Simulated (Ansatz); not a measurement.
The structure below was relaxed with r2SCAN (Ansatz, an electronic-structure program; PAW; 500 eV plane waves; no spin-orbit coupling), at pressure 50 GPa.

Space group Fm-3m (No. 225); a = 3.934 Å, b = 3.934 Å, c = 3.934 Å, α = 90.00°, β = 90.00°, γ = 90.00°

```csv
atom,site,symmetry,x,y,z
O,4a,m-3m,0.0000,0.0000,0.0000
Mg,4b,m-3m,0.5000,0.5000,0.5000
```

Question: Write out a cell with all atoms.

Answer: 
```cif
data_Mg4O4
_chemical_formula_sum 'O4 Mg4'
_space_group_name_H-M_alt 'P 1'
_space_group_IT_number 1
_cell_length_a 3.93395
_cell_length_b 3.93395
_cell_length_c 3.93395
_cell_angle_alpha 90.000
_cell_angle_beta 90.000
_cell_angle_gamma 90.000
loop_
_space_group_symop_operation_xyz
  'x, y, z'
loop_
_atom_site_label
_atom_site_type_symbol
_atom_site_fract_x
_atom_site_fract_y
_atom_site_fract_z
_atom_site_occupancy
O1 O 0.00000 0.00000 0.00000 1
Mg1 Mg 0.50000 0.00000 0.00000 1
O2 O 0.00000 0.50000 0.50000 1
Mg2 Mg 0.50000 0.50000 0.50000 1
O3 O 0.50000 0.00000 0.50000 1
Mg3 Mg 0.00000 0.00000 0.50000 1
O4 O 0.50000 0.50000 0.00000 1
Mg4 Mg 0.00000 0.50000 0.00000 1
```
This is the conventional cell.

Load acts through the strain it causes; cell and atoms are relaxed under it. Whether these cells are dynamically stable was not tested. Competing high-pressure phases were not computed. The cell was made from MgO in the rock salt structure (space group Fm-3m, No. 225) by this change: pressure 50 GPa.
